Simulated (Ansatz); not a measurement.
ScBiO₃ (space group R3c, No. 161; a cell from a computed database, its experimental status unchecked)

ScBiO3 is modelled in the trigonal space group R3c, hexagonal axes (No. 161), Pearson symbol hR10. Conventional cell: a = b = 5.7130 Å, c = 14.3051 Å, α = β = 90.00°, γ = 120.00°. Sc on 6a has 3 O at 2.051 Å and 3 O at 2.176 Å. Bi on 6a is coordinated by 3 O at 2.303 Å and 3 O at 2.482 Å. O on 18b is surrounded by 1 Sc at 2.051 Å and 1 Sc at 2.176 Å and 1 Bi at 2.303 Å and 1 Bi at 2.482 Å. (Neighbours: up to the widest gap in distance over summed covalent radii, below 1.35, at either atom; cation-cation and far metal-metal contacts left out.)
(The calculation used a cell of 10 atoms; values per cell refer to that cell.)

Level of theory: DFT with PBEsol, PAW potentials and a 420 eV plane-wave cutoff in Ansatz (a program for electronic structure), scalar-relativistic without spin-orbit coupling. Γ-centred 7×7×7 mesh, Fermi–Dirac width 0.05 eV.

- Volume per atom: 13.48 Å³
- Density: 7.44 g/cm³
- Band gap: 3.08 eV, indirect, k = (0.286, -0.429, -0.429) in the run's primitive reciprocal basis → F
- Lowest conduction-band minima above the VBM: F (1/2, 0, 1/2) 3.08 eV; T (1/2, 1/2, 1/2) 3.54 eV
- Total energy: -3208.074 eV/atom (σ→0; compares only within this code and set-up)

Spin-orbit coupling, missing from the scalar runs, can matter with Bi. No phonon test of stability was made. The final runs are not spin-polarised.
